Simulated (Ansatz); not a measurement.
Base system: an 8-atom supercell of Al in the fcc (Cu type) structure (space group Fm-3m, No. 225) at its relaxed geometry.

```yaml
crystal:
  lattice:
    - [0.00000, 3.99201, 3.99201]
    - [3.99201, 0.00000, 3.99201]
    - [3.99201, 3.99201, 0.00000]
  atoms:
    - { symbol: Al, position: [0.00000, 0.00000, 0.00000] }
    - { symbol: Al, position: [0.00000, 0.00000, 0.50000] }
    - { symbol: Al, position: [0.00000, 0.50000, 0.00000] }
    - { symbol: Al, position: [0.00000, 0.50000, 0.50000] }
    - { symbol: Al, position: [0.50000, 0.00000, 0.00000] }
    - { symbol: Al, position: [0.50000, 0.00000, 0.50000] }
    - { symbol: Al, position: [0.50000, 0.50000, 0.00000] }
    - { symbol: Al, position: [0.50000, 0.50000, 0.50000] }
```

The values are results of Ansatz (an electronic-structure program) r2SCAN, spin-orbit coupling left out, not measurements.

One neutral defect a cell, atoms relaxed at fixed cell.

One change was made to it. Results:

The pressure increases by 14.8 GPa to 14.5 GPa; the largest displacement of a host atom from its site in the perfect cell comes out as 0.15 Å.

Task: Which of these changes matches the shifts?
A) Li interstitial (started 2.00 Å from the nearest host atom)
B) In on a Al site
C) Zn on a Al site
D) Y on a Al site, symmetric start

Result: A, Li interstitial (started 2.00 Å from the nearest host atom). For comparison, the pressure in the other runs: Y on a Al site, symmetric start gives 11.9 GPa; In on a Al site gives 7.2 GPa; Zn on a Al site gives -0.9 GPa.

In so small a cell the defect repeats every few ångströms: this is an ordered compound, not a dilute defect. Defects with a symmetric start kept the site's symmetry and may sit on a saddle; the others started slightly shaken. The final runs are not spin-polarised.
